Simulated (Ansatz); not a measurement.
Consider BeS in the zinc blende structure (space group F-43m, No. 216; a = 4.8686 Å).

One thing is altered: 0.577 electrons added to each cell, a density of 2.0×10^22 cm⁻³, with a uniform compensating background at fixed cell and a 300 K Fermi–Dirac width.

Level of theory: r2SCAN (Ansatz, a first-principles code; PAW; 500 eV plane waves; no spin-orbit coupling).

Base, band edges from the VBM (valence, conduction): X -2.68, 3.59; W -3.36, 6.94; L -1.04, 6.03; Γ 0.00, 6.23; K -2.22, 4.85; U -2.22, 4.85 eV.

Q: Give the band edges at the high-symmetry points of the new zone, measured from its valence-band maximum.

A: 
```csv
point,valence edge (eV),conduction edge (eV)
Γ,0.00,6.13
X,-2.73,3.30
U,-2.26,4.62
K,-2.26,4.62
L,-1.06,5.87
W,-3.46,6.73
```

The gap is 3.30 eV, indirect, Γ → X.

Charged cell with a jellium background: band edges are those of the host's band count, energies are not comparable with the neutral cell, and many-body gap narrowing is missing. No phonon test of stability was made.
